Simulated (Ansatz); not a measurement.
Here is the system:

```
CELL_PARAMETERS angstrom
      0.00000     2.73230     2.73230
      2.73230     0.00000     2.73230
      2.73230     2.73230     0.00000
ATOMIC_POSITIONS crystal
  Ge 0.50000 0.50000 0.50000
  Ge 0.75000 0.75000 0.75000
```

The numbers are results of PBEsol, rigid bands (plane waves, PAW, scalar-relativistic; Ansatz, a first-principles code), not measurements. Condition of this run: hydrostatic pressure 10 GPa (the target of the relaxation). Geometry: cell and atoms relaxed with PBEsol, then loaded as said.

Predict the electron conductivity mass (n e² τ/σ) at 300 K, by direction if it differs.

0.26 mₑ.

And the band gap?

0.32 eV at this level; semilocal functionals usually fall short of the measured gap.

Rigid bands, one relaxation time for all states, no polarons. Spin-orbit coupling is left out; where it splits the top of the valence band it changes the hole mass and lowers the gap by about a third of the splitting.
